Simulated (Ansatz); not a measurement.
Consider C in the graphite type structure (space group P6_3/mmc, No. 194; a = 2.455 Å, c = 6.671 Å; layered, stacked along the Cartesian z axis).

Method: r2SCAN+rVV10 (Ansatz, a quantum-chemistry and plane-wave program; PAW; 500 eV plane waves; scalar-relativistic without spin-orbit coupling).

One change was made to it. Results:

```json
[
 {"quantity": "volume per atom", "base": "8.71 Å³", "after": "7.61 Å³"},
 {"quantity": "c/a ratio", "base": "2.717", "after": "2.426"}
]
```

### Question
Which of these changes matches the shifts?
(A) pressure −2 GPa
(B) pressure 5 GPa
(C) pressure 10 GPa
(D) pressure 0.7 GPa
(E) pressure −1 GPa

### Answer
C, pressure 10 GPa. For comparison, the volume per atom in the other runs: pressure 5 GPa gives 8.00 Å³; pressure −2 GPa gives 9.48 Å³; pressure −1 GPa gives 8.97 Å³; pressure 0.7 GPa gives 8.57 Å³.

The mesh was chosen for an insulator and is coarse for the gapless case. Load acts through the strain it causes; cell and atoms are relaxed under it. No phonon test of stability was made. No other phases were tried under pressure.
